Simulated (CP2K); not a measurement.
**Convergence study of the k-point mesh for CsCaH₃ (P4mm, 5 atoms in the cell)**

```
CsCaH3
1.0
    4.59808     0.00000     0.00000
    0.00000     4.59808     0.00000
    0.00000     0.00000     4.59808
Cs Ca H
1 1 3
Direct
  0.00000   0.00000   0.01087
  0.50000   0.50000   0.50000
  0.50000   0.00000   0.50000
  0.00000   0.50000   0.50000
  0.50000   0.50000   0.00000
```

Level of theory: LDA (Pade form), GPW, DZVP-MOLOPT-SR-GTH basis, GTH-PADE potentials (GTH_POTENTIALS) (CP2K).

Base settings: CUTOFF = 500 Ry; REL_CUTOFF = 40 Ry; KPOINTS/SCHEME = MONKHORST-PACK 3 3 3; XC_FUNCTIONAL = PADE; Cs/BASIS_SET = DZVP-MOLOPT-SR-GTH-q9; Cs/POTENTIAL = GTH-PADE-q9; Ca/BASIS_SET = DZVP-MOLOPT-SR-GTH-q10; Ca/POTENTIAL = GTH-PADE-q10; H/BASIS_SET = DZVP-MOLOPT-SR-GTH-q1; H/POTENTIAL = GTH-PADE-q1.

Moved along: GAMMA_CENTERED.

The second cell is the first with its lattice scaled by 0.98.

Only quantities that move along the ladder and can be compared are tabulated.

The starting cell comes from a database of computed structures (which also holds hypothetical and non-ambient phases and stackings), without a prior relaxation at this level. Its lattice was rescaled by up to half a per cent. One atom was moved a little off its site on purpose. Values carry the incompleteness of an atom-centred basis.

Steps (KPOINTS/SCHEME): default; MONKHORST-PACK 2 2 2; MONKHORST-PACK 3 3 3; MONKHORST-PACK 4 4 4; MONKHORST-PACK 5 5 5; MONKHORST-PACK 6 6 6; MONKHORST-PACK 7 7 7; MONKHORST-PACK 8 8 8; MONKHORST-PACK 9 9 9; MONKHORST-PACK 10 10 10; MONKHORST-PACK 12 12 12; MONKHORST-PACK 13 13 13.

**Question.** What is the coarsest KPOINTS/SCHEME that holds the energy of the compressed cell less the first within 2 meV/atom of the last step, with all finer ones?

**Answer.** MONKHORST-PACK 3 3 3; the step before is off by 8.0 meV/atom.

**Question.** What is the coarsest KPOINTS/SCHEME that holds the free energy within 0.5 meV/atom of the last step, with all finer ones?

**Answer.** MONKHORST-PACK 8 8 8; the step before is off by 0.58 meV/atom.

| KPOINTS/SCHEME | free energy less the last step's (meV/atom) | energy of the compressed cell less the first (meV/atom) | pressure (GPa) | largest difference of a force vector from the last step's (eV/Å) | gap on the mesh (eV) |
|---|---|---|---|---|---|
| default | -427.89 | -82.79 | -11.89 | 0.147 | 6.656 |
| MONKHORST-PACK 2 2 2 | 44.81 | -5.40 | -1.67 | 0.028 | 2.672 |
| MONKHORST-PACK 3 3 3 | 3.53 | -13.94 | -2.70 | 0.006 | 3.700 |
| MONKHORST-PACK 4 4 4 | 2.76 | -13.46 | -2.64 | 0.003 | 2.699 |
| MONKHORST-PACK 5 5 5 | 1.58 | -13.42 | -2.64 | 0.002 | 3.094 |
| MONKHORST-PACK 6 6 6 | 0.96 | -13.40 | -2.64 | 0.001 | 2.700 |
| MONKHORST-PACK 7 7 7 | 0.58 | -13.39 | -2.64 | 0.001 | 2.907 |
| MONKHORST-PACK 8 8 8 | 0.34 | -13.40 | -2.64 | 0.000 | 2.701 |
| MONKHORST-PACK 9 9 9 | 0.20 | -13.40 | -2.64 | 0.000 | 2.827 |
| MONKHORST-PACK 10 10 10 | 0.11 | -13.40 | -2.64 | 0.000 | 2.701 |
| MONKHORST-PACK 12 12 12 | 0.02 | -13.41 | -2.64 | 0.000 | 2.701 |
| MONKHORST-PACK 13 13 13 | 0.00 | -13.41 | -2.64 | 0.000 | 2.762 |

The energy difference between the two cells stays within 1 meV/atom of the last step's from MONKHORST-PACK 3 3 3 on, the total only from MONKHORST-PACK 6 6 6 on: much of the error is common to both cells and cancels.

The gap on the mesh jumps up and down from mesh to mesh; it is no smooth measure of convergence.
